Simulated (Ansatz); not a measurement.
Band structure of AlN (P6_3mc, 4 atoms in the cell).

```
AlN
1.0
    3.12859     0.00000     0.00000
   -1.56429     2.70944     0.00000
    0.00000     0.00000     5.01696
Al N
2 2
Direct
  0.66667   0.33333   0.49929
  0.33333   0.66667   0.99929
  0.66667   0.33333   0.88071
  0.33333   0.66667   0.38071
```

Level of theory: PBE (plane waves, PAW; Ansatz, an electronic-structure program).

Settings: basis.ecutwfc = 420 eV; kpoints.mp_grid.grid = 10 10 6; hamiltonian.xc = pbe; hamiltonian.pseudopotentials = {kind: paw} (the program's default PAW files); scf.occupations.method = fermi_dirac; scf.occupations.width = 0.02 eV; kpoints.band_path.npoints = 8.

The starting cell comes from a database of computed structures (which also holds hypothetical and non-ambient phases and stackings), without a prior relaxation at this level.

Question: Predict the gap along the standard path and the places of the band edges.

Answer: The gap along the path is 4.05 eV, direct at Γ to within 0.01 eV.

Levels in eV from the top of the valence band on the path, bands 5 to 11:
```json
[
 {"point": "Γ", "5": "-0.84", "6": "-0.20", "7": "-0.20", "8": "0.00", "9": "4.05", "10": "6.53", "11": "10.46"},
 {"point": "M", "5": "-3.29", "6": "-2.05", "7": "-1.74", "8": "-0.68", "9": "5.76", "10": "5.78", "11": "8.04"},
 {"point": "K", "5": "-3.75", "6": "-2.41", "7": "-2.34", "8": "-2.34", "9": "5.05", "10": "8.28", "11": "9.55"},
 {"point": "A", "5": "-0.53", "6": "-0.53", "7": "-0.53", "8": "-0.53", "9": "6.32", "10": "6.32", "11": "10.19"},
 {"point": "L", "5": "-1.43", "6": "-1.43", "7": "-1.34", "8": "-1.34", "9": "5.26", "10": "5.26", "11": "9.16"},
 {"point": "H", "5": "-3.78", "6": "-3.78", "7": "-0.79", "8": "-0.79", "9": "7.36", "10": "7.36", "11": "7.72"}
]
```

Keys are those of Ansatz 0.2.
